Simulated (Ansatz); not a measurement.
Given:

End structure of a constructed model of the (111) surface of fcc Ag, (√3x√3)R30° surface alloy, Pt on one Ag site of the top plane (bottom of the slab: a bare face, its two planes held):

```
CELL_PARAMETERS angstrom
      4.40007     2.54038     0.00000
     -4.40007     2.54038     0.00000
      0.00000     0.00000    28.00000
ATOMIC_POSITIONS crystal
  Ag 0.00000 0.66667 0.28647
  Ag 0.33333 0.33333 0.28647
  Ag 0.66667 0.00000 0.28647
  Ag 0.00000 0.33333 0.37201
  Ag 0.33333 0.00000 0.37201
  Ag 0.66667 0.66667 0.37201
  Ag 0.00000 0.00000 0.45728
  Ag 0.33333 0.66667 0.45706
  Ag 0.66667 0.33333 0.45706
  Ag 0.00000 0.66561 0.54254
  Ag 0.33439 0.33439 0.54254
  Ag 0.66561 0.00000 0.54254
  Ag 0.00000 0.33525 0.62738
  Ag 0.33525 0.00000 0.62738
  Ag 0.66475 0.66475 0.62738
  Pt 0.00000 0.00000 0.70671
  Ag 0.33333 0.66667 0.71350
  Ag 0.66667 0.33333 0.71350
```

Slab: 18 atoms, 12.0 Å thick at the start with caps and adatoms (thin: gaps and levels are the slab's own); k 9x9x1, smearing 0.1 eV, dipole-corrected; 6 atoms held, the rest relaxed; symmetry of the start imposed; no spin, no spin-orbit, no U. It is one candidate, not shown to be the stable structure of the face.

### Question
What is the computed work function of the top face (PBE (Ansatz, a quantum-chemistry and plane-wave program))?

### Answer
4.77 eV
